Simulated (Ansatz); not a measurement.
The reference is BP in the zinc blende structure (space group F-43m, No. 216; a = 4.537 Å). Axes: x, y, z lie along the cube axes.

Perturbation: the cell is compressed by 0.44 % along x with no lateral relaxation, atoms relaxed at fixed cell.

Levels (all Ansatz, a quantum-chemistry and plane-wave program, PAW): r2SCAN (500 eV, without spin-orbit coupling); HSE06+SOC (420 eV, noncollinear with spin-orbit coupling).

The geometry is relaxed with r2SCAN.

r2SCAN band gap: 1.33 eV
r2SCAN valence-band top at Γ: 0.00, -0.05, -0.05 eV

Problem. How does going to HSE06+SOC change the band gap and valence-band top at Γ?

Solution. The band gap rises by 0.542 eV (1.33 eV → 1.88 eV); the valence-band top at Γ (three highest Kramers pairs, from the VBM) changes from 0.00, -0.05, -0.05 eV to 0.00, -0.04, -0.07 eV.

Single points use the geometry relaxed with r2SCAN. The hybrid gap comes from the SCF mesh plus the semilocal run's edge points and a few special points and is an upper bound. The spin-orbit shifts are approximate. The cells carry an imposed strain or load. Stability against distortions was not tested.
